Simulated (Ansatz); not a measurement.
Base system: La₂O₃ (space group P-3m1, No. 164; a = 3.940 Å, c = 6.188 Å).

One thing is altered: every lattice vector is shortened by 5.06 %; the atoms relax in the strained cell.

Levels (all Ansatz, a program for electronic structure, PAW, earlier PAW set): PBE (420 eV, spin-orbit coupling left out); r2SCAN (500 eV, no spin-orbit coupling); HSE06 (420 eV, scalar-relativistic without spin-orbit coupling); PBE+SOC (600 eV, with spin-orbit coupling).

One geometry, relaxed with PBE, under each level:

```csv
level,band gap,lowest conduction level above the VBM at special points,hole mass,pressure
PBE,3.70 eV,M 3.70 eV; K 3.88 eV; L 4.37 eV; H 4.40 eV,"2.5 mₑ along c, 0.89 mₑ across (at K)",25.93 GPa
r2SCAN,…,…,–,…
HSE06,5.22 eV,M 5.22 eV; K 5.34 eV; L 6.16 eV; Γ 6.13 eV,–,–
PBE+SOC,3.68 eV,M 3.68 eV; K 3.86 eV; L 4.36 eV; H 4.38 eV,"2.7 mₑ along c, 0.91 mₑ across (at K)",–
```

Give the withheld r2SCAN results.


- r2SCAN, band gap: 4.16 eV
- r2SCAN, lowest conduction level above the VBM at special points: M 4.16 eV; K 4.26 eV; L 4.89 eV; H 4.82 eV
- r2SCAN, pressure: 25.34 GPa

Single points use the geometry relaxed with PBE. Their cutoffs differ, which shifts pressures a little. HSE06 was sampled on its mesh, a few special points and the semilocal edge points, so its gap is an upper bound. Differences between runs with and without spin-orbit coupling are approximate. Effective masses come from finite differences of ±0.01 Å⁻¹. Whether these cells are dynamically stable was not tested.
